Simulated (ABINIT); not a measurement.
## Input and output of a self-consistent single point for Co4N (Pm-3m, 5 atoms in the cell) (ABINIT)

Level of theory: PBEsol, PAW (JTH v2.0 PBE PAW, files made for PBE) (plane waves; ABINIT).

Input:

```
# Co4N, JTH v2.0 PBE PAW
pp_dirpath "./"
pseudos "Co.GGA_PBE-JTH.xml, N.GGA_PBE-JTH.xml"
acell 7.0099957511 7.0099957511 7.0099957511
rprim
         1.0000000000    0.0000000000    0.0000000000
         0.0000000000    1.0000000000    0.0000000000
         0.0000000000    0.0000000000    1.0000000000
natom 5
ntypat 2
znucl 27 7
typat 1 1 1 1 2
xcart
         1.8547650000    0.0000000000    0.0000000000
         0.0000000000    1.8547650000    0.0000000000
         0.0000000000    0.0000000000    1.8547650000
         1.8547650000    1.8547650000    1.8547650000
         0.0000000000    0.0000000000    0.0000000000
      Angstrom
ecut 30
pawecutdg 60
pawxcdev 0
ixc -116133
nsppol 2
spinat
      0 0 3
      0 0 3
      0 0 3
      0 0 3
      0 0 0
occopt 3
tsmear 0.00367493
nband 54
kptopt 1
ngkpt 9 9 9
nshiftk 1
shiftk 0 0 0
nstep 50
tolvrs 1.0e-10
prtwf 0
prtden 0
enunit 2
```

Output (repeated stretches shortened):

```
 Symmetries : space group Pm -3 m (#221); Bravais cP (primitive cubic)

 -outvars: echo values of preprocessed input variables --------
            acell      7.0099957511E+00  7.0099957511E+00  7.0099957511E+00 Bohr
             ecut      3.00000000E+01 Hartree
           enunit           2
              ixc     -116133
         kptrlatt        9    0    0      0    9    0      0    0    9
          kptrlen      6.30899618E+01
            natom           5
            nband          54
            ngfft          36      36      36
          ngfftdg          50      50      50
             nkpt          35
           nspden           2
           nsppol           2
            nstep          50
             nsym          48
           ntypat           2
           occopt           3
        pawecutdg      6.00000000E+01 Hartree
         pawxcdev           0
          spgroup         221
           spinat      0.0000000000E+00  0.0000000000E+00  3.0000000000E+00
                       0.0000000000E+00  0.0000000000E+00  3.0000000000E+00
                       0.0000000000E+00  0.0000000000E+00  3.0000000000E+00
                       0.0000000000E+00  0.0000000000E+00  3.0000000000E+00
                       0.0000000000E+00  0.0000000000E+00  0.0000000000E+00
           tolvrs      1.00000000E-10
           tsmear      3.67493000E-03 Hartree
            typat      1  1  1  1  2
           useylm           1
             xred      5.0000000073E-01  7.2808607291E-10  7.2808607291E-10
                       7.2808607291E-10  5.0000000073E-01  7.2808607291E-10
                       7.2808607291E-10  7.2808607291E-10  5.0000000073E-01
                       5.0000000073E-01  5.0000000073E-01  5.0000000073E-01
                       7.2808607291E-10  7.2808607291E-10  7.2808607291E-10
            znucl       27.00000    7.00000

== DATASET  1 ==================================================================

 Real(R)+Recip(G) space primitive vectors, cartesian coordinates (Bohr,Bohr^-1):
 R(1)=  7.0099958  0.0000000  0.0000000  G(1)=  0.1426534  0.0000000  0.0000000
 R(2)=  0.0000000  7.0099958  0.0000000  G(2)=  0.0000000  0.1426534  0.0000000
 R(3)=  0.0000000  0.0000000  7.0099958  G(3)=  0.0000000  0.0000000  0.1426534
 Unit cell volume ucvol=  3.4447147E+02 bohr^3
 Angles (23,13,12)=  9.00000000E+01  9.00000000E+01  9.00000000E+01 degrees

 Coarse grid specifications (used for wave-functions):

 getcut: wavevector=  0.0000  0.0000  0.0000  ngfft=  36  36  36
         ecut(hartree)=     30.000   => boxcut(ratio)=   2.08285

 Fine grid specifications (used for densities):

 getcut: wavevector=  0.0000  0.0000  0.0000  ngfft=  50  50  50
         ecut(hartree)=     60.000   => boxcut(ratio)=   2.04556

   4.64100291E+03                                ecore*ucvol(ha*bohr**3)

_setup2: Arith. and geom. avg. npw (full set) are    2702.484    2702.476
--- !BeginCycle
solver: {iscf: 17, nstep: 50, nline: 4, wfoptalg: 10, }
tolerances: {tolvrs: 1.00E-10, }
...

     iter   Etot(hartree)     deltaE(h) residm    nres2    magn
 ETOT  1  -581.37344619310    -5.81E+02 2.36E+01 6.85E+02 1.833
 ETOT  2  -595.54476770299    -1.42E+01 6.84E-01 5.18E+02 3.111
 ETOT  3  -596.45969270201    -9.15E-01 7.93E-01 2.61E+03 0.434
 ETOT  4  -595.56549780242     8.94E-01 8.94E-01 5.44E+02 3.792
 ETOT  5  -595.24673447084     3.19E-01 5.95E-01 3.93E+01 3.968
 ETOT  6  -595.24963179772    -2.90E-03 1.07E-01 4.27E+01 5.232
   [... 22 lines left out ...]
 ETOT 29  -595.26067193345    -1.25E-12 4.00E-04 2.97E-09 6.209
 ETOT 30  -595.26067193345    -2.05E-12 2.30E-04 2.87E-09 6.209
 ETOT 31  -595.26067193345     1.02E-12 3.29E-04 1.20E-09 6.209
 ETOT 32  -595.26067193345    -5.68E-13 1.84E-04 3.37E-10 6.209
 ETOT 33  -595.26067193345     4.55E-13 2.60E-04 2.15E-11 6.209
 At SCF step   33       nres2   =  2.15E-11 < tolvrs=  1.00E-10 =>converged.

 Cartesian components of stress tensor (hartree/bohr^3)
  sigma(1 1)=  2.40018535E-04  sigma(3 2)=  0.00000000E+00
  sigma(2 2)=  2.40018535E-04  sigma(3 1)=  0.00000000E+00
  sigma(3 3)=  2.40018535E-04  sigma(2 1)=  0.00000000E+00

 Integrated electronic and magnetization densities in atomic spheres:
 Radius=ratsph(iatom), smearing ratsm=  0.0000. Diff(up-dn)=approximate z local magnetic moment.
 Atom    Radius    up_density   dn_density  Total(up+dn)  Diff(up-dn)
    1   2.10903     8.541112     7.092938     15.634050     1.448174
    2   2.10903     8.541112     7.092938     15.634050     1.448174
    3   2.10903     8.541112     7.092938     15.634050     1.448174
    4   2.10903     8.667884     6.720835     15.388719     1.947049
    5   1.20497     1.312178     1.244734      2.556912     0.067443
  Sum:             35.603398    29.244383     64.847781     6.359015
 Total magnetization (from the atomic spheres):             6.359015
 Total magnetization (exact up - dn):                       6.208491

 ----iterations are completed or convergence reached----

 reduced coordinates (array xred) for    5 atoms
       0.500000000728      0.000000000728      0.000000000728
       0.000000000728      0.500000000728      0.000000000728
       0.000000000728      0.000000000728      0.500000000728
       0.500000000728      0.500000000728      0.500000000728
       0.000000000728      0.000000000728      0.000000000728
 cartesian forces (eV/Angstrom) at end:
    1     -0.00000000000000    -0.00000000000000    -0.00000000000000
    2     -0.00000000000000    -0.00000000000000    -0.00000000000000
    3     -0.00000000000000    -0.00000000000000    -0.00000000000000
    4     -0.00000000000000    -0.00000000000000    -0.00000000000000
    5     -0.00000000000000    -0.00000000000000    -0.00000000000000
 frms,max,avg= 0.0000000E+00 0.0000000E+00   0.000E+00  0.000E+00  0.000E+00 e/A
 length scales=  7.009995751100  7.009995751100  7.009995751100 bohr
              =  3.709529983795  3.709529983795  3.709529983795 angstroms
   [... lines left out ...]
 Fermi (or HOMO) energy (hartree) =   0.48943   Average Vxc (hartree)=  -0.46927
 Fermi (or HOMO) energy (eV) =  13.31817   Average Vxc (eV)= -12.76950
   [... lines left out ...]
 -44.14712  -44.14712  -44.12453  -44.12453  -44.12453  -43.73994  -43.73994  -43.73994
  -4.48931    6.26718    8.04034    8.04034    8.04034    9.65155    9.65155    9.92023
   9.92023    9.92023   11.97747   11.97747   11.97747   12.43333   12.43333   13.83482
  13.83482   13.83482   13.85894   13.85894   13.94563   14.24570   14.24570   14.24570
  16.35910   18.18084   18.18084   18.18084   21.35577   21.35577   26.03833   26.03833
  26.03833   27.71749   30.31711   30.31711   30.31711   31.53538
 prteigrs : prtvol=0 or 1, do not print more k-points.

--- !EnergyTerms
comment             : Components of total free energy in Hartree
kinetic             :  5.31668736303314E+01
hartree             :  1.48303695227839E+02
xc                  : -1.51712896143018E+01
Ewald energy        : -3.96311765539569E+02
psp_core            :  1.34728221426773E+01
local_psp           : -5.02346993794765E+02
spherical_terms     :  1.03633733951491E+02
internal            : -5.95252923996296E+02
'-kT*entropy'       : -7.74792070513865E-03
total_energy        : -5.95260671917002E+02
total_energy_eV     : -1.61978666402951E+04
...

-Cartesian components of stress tensor (GPa)         [Pressure= -7.0616E+00 GPa]
- sigma(1 1)=  7.06158792E+00  sigma(3 2)=  0.00000000E+00
- sigma(2 2)=  7.06158792E+00  sigma(3 1)=  0.00000000E+00
- sigma(3 3)=  7.06158792E+00  sigma(2 1)=  0.00000000E+00

 Calculation completed.
```

The run converged in 33 iterations.

The starting cell comes from a database of computed structures (which also holds hypothetical and non-ambient phases and stackings), without a prior relaxation at this level. The magnetic order is the one reached from the typed start; others were not searched systematically. The potentials were made for another functional than the one used. With a pressure of about -7 GPa the cell is away from its equilibrium volume at this level.

Cost on one core of a shared machine: roughly 10 min.
